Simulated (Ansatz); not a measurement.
A computed series for Cu: response to strain

Take Cu in the fcc (Cu type) structure (space group Fm-3m, No. 225; relaxed with 0.1 eV smearing) as the base.

```
CELL_PARAMETERS angstrom
      0.00000     1.78838     1.78838
      1.78838     0.00000     1.78838
      1.78838     1.78838     0.00000
ATOMIC_POSITIONS crystal
  Cu 0.00000 0.00000 0.00000
```

Cartesian axes are those of the cell as printed.

Strains are applied to the cell and any free atomic positions relax; under biaxial strain the out-of-plane vector relaxes too.

All numbers come from Kohn–Sham DFT with the r2SCAN functional, run in Ansatz (an electronic-structure program) with PAW and 500 eV plane waves, scalar-relativistic without spin-orbit coupling.

```csv
"biaxial strain, plane normal [111], relaxed out of plane (%)",out-of-plane strain (%)
-2.5,1.77
-1.67,1.18
-1.25,?
-0.83,0.58
-0.42,0.29
0,0.00
```

### Question
Fit ε⊥ = −νε + γε² (strains in %) to the rows shown and predict the withheld row.

### Answer
Least squares on the printed values gives ν = 0.70 (the biaxial Poisson response) and γ = 0.005 (largest residual 0.00 %); this predicts 0.88 %, and the run gives 0.88 %, in agreement.

Whether these cells are dynamically stable was not tested. The final runs are not spin-polarised.
